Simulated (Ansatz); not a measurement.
Defect migration in zinc-blende GaAs: interstitial Mg, charge state +2. The step: Mg moves alone to another site; the atom moves 2.48 Å along (0.25, 0.25, -0.25) of the unit cell; the moving atom starts with neighbours 3 As at 2.57, As at 2.59; 6 Ga at 2.98 Å and ends with 3 As at 2.87, 3 As at 2.88; 3 Ga at 2.70, Ga at 2.71 Å. A PBE band in Ansatz (plane-wave PAW, one k-point at (0.250, 0.250, 0.250), 64 host sites, 17 SCF runs with any check of the saddle's order, static, no finite-size correction) gives a forward barrier of 0.74 eV. The saddle point's order was not checked, and it lies on a symmetry element of the cell, where a band can be held. The charge state is imposed; whether it is stable for some Fermi level was not computed. Sites that were not tried may lie lower.

Single points at the band's start and saddle point can refine it. Rough cost of one point, in units of the band's mean SCF on the same machine:

```
Level                                                   Cost of one point
------------------------------------------------------  -----------------
PBE, a 2×2×2 k-point mesh shifted by half a step                  about 5
r2SCAN at 500 eV, one k-point at (0.250, 0.250, 0.250)            under 2
```

Question: Which of these move the barrier by more than 0.1 eV, and how far does each move it?

Answer: Not one does. PBE, a 2×2×2 k-point mesh shifted by half a step: 0.00 eV; r2SCAN at 500 eV, one k-point at (0.250, 0.250, 0.250): +0.05 eV. Each functional is compared with PBE at the same k-points.

Ansatz is a first-principles code.
